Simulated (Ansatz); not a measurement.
Reference: CaF$_{2}$ (Fm-3m), PBEsol, rigid bands (plane waves, PAW, scalar-relativistic; Ansatz, a program for electronic structure); geometry: cell and atoms relaxed with PBEsol.

```xyz
3
Lattice="0.0000 2.7103 2.7103 2.7103 0.0000 2.7103 2.7103 2.7103 0.0000" Properties=species:S:1:pos:R:3 pbc="T T T"
Ca     0.0000     0.0000     0.0000
F      4.0654     4.0654     4.0654
F      1.3551     1.3551     1.3551
```

The band gap comes out as 7.25 eV, the electron conductivity mass is 0.56 mₑ and the hole conductivity mass is 2.0 mₑ. The Seebeck coefficient, n-type 1e19 cm⁻³ is -225 μV/K.

### Question
Replace Ca by Ba on the same sites and relax. What happens?

### Answer
BaF2 (Fm-3m): volume per atom 13.3 to 19.3 Å³; band gap falls (7.25 eV to 6.83 eV); electron conductivity mass falls (0.56 mₑ to 0.49 mₑ); hole conductivity mass rises (2.0 mₑ to 4.4 mₑ); Seebeck coefficient, n-type 1e19 cm⁻³ falls in size (-225 μV/K to -210 μV/K).

### Question
Swap Ca for Cd, keeping the structure type. How do these values move?

### Answer
CdF2 (Fm-3m): volume per atom 13.3 to 13.0 Å³; band gap falls (7.25 eV to 2.95 eV); electron conductivity mass falls (0.56 mₑ to 0.38 mₑ); hole conductivity mass rises (2.0 mₑ to 3.0 mₑ); Seebeck coefficient, n-type 1e19 cm⁻³ falls in size (-225 μV/K to -181 μV/K).

Moves up to 5 % count as about the same. Masses are for dilute carriers at 300 K, harmonic means over directions unless an axis is named. Seebeck coefficients are for the stated density at 300 K, with one relaxation time for all states and whether or not that doping can be reached. Spin-orbit coupling is left out.

Formula and space group known from diffraction (Crystallography Open Database), not checked to be the room-temperature form: CdF2 (Fm-3m).
